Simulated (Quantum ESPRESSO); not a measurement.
# Short convergence ladders for SrAl2 (Imm2, 6 atoms in the cell)

```
CELL_PARAMETERS angstrom
     -2.39199     3.94112     3.93289
      2.39199    -3.94112     3.93289
      2.39199     3.94112    -3.93289
ATOMIC_POSITIONS crystal
  Sr 0.30669 0.55669 0.75000
  Sr 0.69967 0.44967 0.25000
  Al 0.27083 0.83937 0.43146
  Al 0.72917 0.16063 0.56854
  Al 0.90791 0.83937 0.06854
  Al 0.09209 0.16063 0.93146
```

Base method: PBEsol, GBRV 1.5 ultrasoft (PBESOL) pseudopotentials (plane waves; Quantum ESPRESSO 7.5).

Base settings: ecutwfc = 40 Ry; ecutrho = 200 Ry; occupations = smearing; smearing = gauss; degauss = 0.0073499 Ry; potentials = {Sr: sr_pbesol_v1.uspp.F.UPF, Al: al_pbesol_v1.uspp.F.UPF}; K_POINTS = automatic 3 3 3 0 0 0; conv_thr = 1e-09 Ry; mixing_beta = 0.5.

The count of work is k-points × plane waves × bands × iterations; it is no time. Core times come from one kind of shared machine, to one figure; runs under 30 s give none.

**The cutoff for other potential files**

Level: DFT, PBEsol, plane waves, PseudoDojo standard norm-conserving (PBESOL) pseudopotentials.

In this ladder: ecutrho = default; pseudopotentials = {Sr: Sr.upf, Al: Al.upf}.

The second cell is the first with its lattice scaled by 0.98.

The mesh stays at the base's, so the ladder's end is converged at best in this setting alone.

Only quantities that move along the ladder and can be compared are tabulated.

```tsv
ecutwfc	free energy less the last step's (meV/atom)	energy of the compressed cell less the first (meV/atom)	pressure (GPa)	count of work / last	core time / last (rough)
32 Ry	372.54	3.45	-8.71	0.12	–
38 Ry	142.17	6.40	-4.87	0.16	–
49 Ry	17.69	5.19	-1.74	0.21	0.2
60 Ry	1.50	5.07	-1.02	0.31	0.3
70 Ry	0.55	5.07	-0.95	0.39	0.4
84 Ry	0.35	5.06	-0.95	0.47	0.3
105 Ry	0.25	5.05	-0.95	0.65	0.7
140 Ry	0.00	5.04	-0.95	1.0	1
```

Coarsest ecutwfc that holds the pressure within 0.05 GPa of the last step, with all finer ones: 70 Ry, at 0.39 of the last step's count of work and about 0.4 of the last step's time; the step before is off by 0.07 GPa.

Coarsest ecutwfc that holds the energy of the compressed cell less the first within 0.5 meV/atom of the last step, with all finer ones: 49 Ry, at 0.21 of the last step's count of work and about 0.2 of the last step's time; the step before is off by 1.4 meV/atom.

Coarsest ecutwfc that holds the free energy within 5 meV/atom of the last step, with all finer ones: 60 Ry, at 0.31 of the last step's count of work and about 0.3 of the last step's time; the step before is off by 18 meV/atom.

The energy difference between the two cells stays within 1 meV/atom of the last step's from 49 Ry on, the total only from 70 Ry on: much of the error is common to both cells and cancels.

At the lowest cutoff the pressure lies 7.8 GPa under the last step's, the usual sign of Pulay stress in an incomplete plane-wave basis.

**The density cutoff**

The mesh stays at the base's, so the ladder's end is converged at best in this setting alone.

Only quantities that move along the ladder and can be compared are tabulated.

| ecutrho | free energy less the last step's (meV/atom) | pressure (GPa) | core time / last (rough) |
|---|---|---|---|
| 80 Ry | -2.48 | -0.96 | – |
| 120 Ry | 0.07 | -1.03 | – |
| 160 Ry | 0.04 | -1.03 | 0.3 |
| 200 Ry | 0.05 | -1.03 | 0.3 |
| 240 Ry | 0.02 | -1.03 | 0.3 |
| 400 Ry | 0.00 | -1.03 | 0.7 |
| 640 Ry | 0.00 | -1.03 | 1 |

Coarsest ecutrho that holds the pressure within 0.05 GPa of the last step, with all finer ones: 120 Ry; the step before is off by 0.08 GPa.

Coarsest ecutrho that holds the free energy within 0.5 meV/atom of the last step, with all finer ones: 120 Ry; the step before is off by 2.5 meV/atom.

**The relaxed cell against the cutoff**

On SrAl₂ (Imma, 6 atoms in the cell): atoms on their sites.

In this ladder: calculation = vc-relax; tprnfor = default; tstress = default. Moved along: ecutrho.

The mesh stays at the base's, so the ladder's end is converged at best in this setting alone.

Only quantities that move along the ladder and can be compared are tabulated.

| ecutwfc | relaxed volume (Å³/atom) | relaxation steps | core time / last (rough) |
|---|---|---|---|
| 20 Ry | 23.919 | 7 | 0.1 |
| 24 Ry | 24.218 | 7 | 0.1 |
| 28 Ry | 24.241 | 7 | 0.2 |
| 34 Ry | 24.232 | 7 | 0.2 |
| 40 Ry | 24.238 | 7 | 0.3 |
| 60 Ry | 24.244 | 7 | 0.6 |
| 80 Ry | 24.245 | 7 | 1 |

Coarsest ecutwfc that holds the relaxed volume within 0.048 Å³/atom of the last step, with all finer ones: 24 Ry, at about 0.1 of the last step's time; the step before is off by 0.33 Å³/atom.

At the lowest cutoff the cell relaxes to a volume 1.3 % smaller than at the highest.

On the base run: the starting cell comes from a database of computed structures (which also holds hypothetical and non-ambient phases and stackings), without a prior relaxation at this level. Its lattice was rescaled by up to half a per cent. One atom was moved a little off its site on purpose. Without a gap this mesh is coarse (it stands for a supercell whose shortest vector is 14 Å).
